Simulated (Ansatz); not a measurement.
Subject: the reaction energy. Reaction: 3 Si (diamond) + 4 GaN (wurtzite) → 4 Ga (Cmce) + Si3N4 (P6₃/m). Negative: the products are lower in energy.

Ga (Cmce), 4 atoms in the cell, k-point mesh 16×16×14 on the run's own vectors. Conventional cell: a = 4.5914 Å, b = 7.7352 Å, c = 4.5770 Å, α = β = γ = 90.00°.

Si3N4 (P6₃/m), 14 atoms in the cell, k-point mesh 12×6×6 on the run's own vectors.
Space group P6₃/m (No. 176); a = b = 7.664 Å, c = 2.926 Å, α = β = 90.00°, γ = 120.00°

```
atom  site  symmetry       x       y       z
----  ----  --------  ------  ------  ------
Si      6h       m..  0.4061  0.2311  0.2500
N       2d      -6..  0.6667  0.3333  0.2500
N       6h       m..  0.0308  0.3300  0.2500
```

Si (diamond, Fd-3m), 2 atoms in the cell, k-point mesh 10×10×10 on the run's own vectors. Conventional cell: a = b = c = 5.470 Å, α = β = γ = 90.00°.

GaN (wurtzite, P6₃mc), 4 atoms in the cell, k-point mesh 12×12×8 on the run's own vectors.
Space group P6₃mc (No. 186); a = 3.218 Å, b = 3.218 Å, c = 5.243 Å, α = 90.00°, β = 90.00°, γ = 120.00°

| atom | site | symmetry | x | y | z |
|---|---|---|---|---|---|
| Ga | 2b | 3m. | 0.6667 | 0.3333 | 0.4991 |
| N | 2b | 3m. | 0.3333 | 0.6667 | 0.3759 |

Computed with Ansatz (plane waves, PAW), its default PAW set, cutoff 420 eV. The structures are at rest with PBE; other levels are single points on them. HSE06 runs on coarser k-point meshes, mended by the PBE difference between the two meshes. Some cells are metallic or hold partly filled levels, where a hybrid on a coarse mesh is less sure. Neutral cells; Fermi-Dirac smearing of at most 0.10 eV in the solids, energies taken to zero width. The lattices are those relaxed with PBE, so at other levels the solids can be strained, which adds to the spread. A dispersion term (D3(BJ), or D4 for r2SCAN) was computed beside these levels and is taken off wherever the name lacks it. No zero-point or thermal terms. No structure search was made; lower ones may exist.

**Question.** What is the computed value (PBE)?

**Answer.** -3.88 eV, for 3 Si (diamond) + 4 GaN (wurtzite) → 4 Ga (Cmce) + Si3N4 (P6₃/m).

**Question.** How does the value move with the functional?

**Answer.** 
```csv
Functional,value (eV),less PBE
HSE06,-3.85,0.03
```

The levels span only 0.03 eV, too little to tell them apart.

Ansatz is an electronic-structure program.
